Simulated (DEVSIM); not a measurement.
System: Co/SiO2/p-GaAs capacitor, at 300 K.

```tsv
layer (left to right)	material	thickness (nm)	Na (cm⁻³)
1	SiO2	37.0	-
2	GaAs	7800	6.9e15
```

Metal gate on the left, work function 5 eV. Fixed charge at the semiconductor interface 1.5e11 cm⁻² (in units of +e); interface traps 8.9e10 cm⁻² eV⁻¹, uniform in energy, neutral level at 0.5 of the gap above the valence band.

The device is made up for the run: typed textbook-type constants, with dimensions and the other settings drawn at random. Values at 300 K; Nc and Nv go as T^1.5, mobilities as T to minus their exponent, the gap by Varshni's rule with the affinity fixed.

```csv
parameter,SiO2,GaAs
gap (eV),9,1.424
affinity (eV),0.9,4.07
permittivity,3.9,12.9
Nc (cm⁻³),-,4.7e17
Nv (cm⁻³),-,9e18
Varshni α (eV/K),-,0.000541
Varshni β (K),-,204
```

DEVSIM, 1D Poisson equation in equilibrium, Boltzmann statistics, complete ionisation; no quantum confinement or tunnelling. Metal contacts follow the ideal Schottky-Mott rule: no Fermi-level pinning, no interface dipoles.

Base results: flat-band voltage (V) -0.65; capacitance of the dielectric stack (μF/cm²) 0.0933; minimum of the low-frequency capacitance (μF/cm²) 0.0281.

**Question.** What follows from this one change: interface trap density 8.9e+10 → 2e+12 cm^-2 eV^-1?

**Answer.** flat-band voltage -0.65 → -2.37 V; capacitance of the dielectric stack little changed (0.0933 μF/cm²); minimum of the low-frequency capacitance 0.0281 → 0.0735 μF/cm².

**Question.** What follows from this one change: substrate doping 6.9e+15 → 1.4e+15 cm^-3?

**Answer.** flat-band voltage -0.65 → -0.60 V; capacitance of the dielectric stack little changed (0.0933 μF/cm²); minimum of the low-frequency capacitance 0.0281 → 0.0208 μF/cm².

**Question.** What follows from this one change: fixed charge 1.5e+11 → -2.4e+11 cm^-2?

**Answer.** flat-band voltage -0.65 → 0.02 V; capacitance of the dielectric stack little changed (0.0933 μF/cm²); minimum of the low-frequency capacitance little changed (0.0284 μF/cm²).

**Question.** What follows from this one change: gate work function 5 → 5.15 eV?

**Answer.** flat-band voltage -0.65 → -0.50 V; capacitance of the dielectric stack little changed (0.0933 μF/cm²); minimum of the low-frequency capacitance little changed (0.0279 μF/cm²).

**Question.** What follows from this one change: temperature 300 → 350 K?

**Answer.** flat-band voltage -0.65 → -0.58 V; capacitance of the dielectric stack little changed (0.0933 μF/cm²); minimum of the low-frequency capacitance 0.0281 → 0.0287 μF/cm².

**Question.** What follows from this one change: SiO2 thickness 0.037 → 0.026 μm?

**Answer.** flat-band voltage -0.65 → -0.55 V; capacitance of the dielectric stack 0.0933 → 0.133 μF/cm²; minimum of the low-frequency capacitance 0.0281 → 0.0309 μF/cm².
